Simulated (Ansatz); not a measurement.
Start from Fe in the bcc (W type) structure (space group Im-3m, No. 229; ferromagnetic).

Fe is modelled in the cubic space group Im-3m (No. 229), the bcc (W type) structure, Pearson symbol cI2. Conventional cell: a = b = c = 2.7870 Å, α = β = γ = 90.00°. Fe on 2a is coordinated by 8 Fe at 2.414 Å and 6 Fe at 2.787 Å. (Neighbours: up to the widest gap in distance over summed covalent radii, below 1.35, at either atom.)
(The calculation used a cell of 1 atom; values per cell refer to that cell.)

The other end (x = 1) is Be in the bcc (W type) structure (space group Im-3m, No. 229; a model cell, its experimental status unchecked): 7.74 Å³/atom, gap zero; this end may not be an ambient phase.

Computed with PBEsol/PAW in Ansatz (a quantum-chemistry and plane-wave program), without spin-orbit coupling.

Be replaces a fraction x of Fe; each row is one arrangement (x, atoms in the cell, starting space group or random), fully relaxed.

One change was made to it. Results:

The mixing energy amounts to -0.06 eV/atom (to 0.01 eV only: unlike meshes or grids) (against an end that may be hypothetical); the largest site moment goes up by 0.11 μB (2.12 μB → 2.23 μB); the shortest interatomic distance shrinks by 0.1033 Å (2.414 Å → 2.310 Å).

Question: Which change produced these results?
A. x(Be) = 0.333, 3 atoms, P-3m1
B. x(Be) = 0.25, 4 atoms, P4/mmm
C. x(Be) = 0.25, 4 atoms, R-3m
D. x(Be) = 0.5, 4 atoms, P2_1/m

Answer: B, x(Be) = 0.25, 4 atoms, P4/mmm. For comparison, the largest site moment in the other runs: x(Be) = 0.25, 4 atoms, R-3m gives 1.99 μB; x(Be) = 0.5, 4 atoms, P2_1/m gives 1.80 μB; x(Be) = 0.333, 3 atoms, P-3m1 gives 1.94 μB.

Other magnetic orders, which the real material may have, were not ruled out. These are small ordered cells, not random alloys; other orderings at the same x differ. No phonon test of stability was made. The base started in Fmmm and relaxed to Im-3m at this level. This is not the structure that Be has at room temperature and ambient pressure.
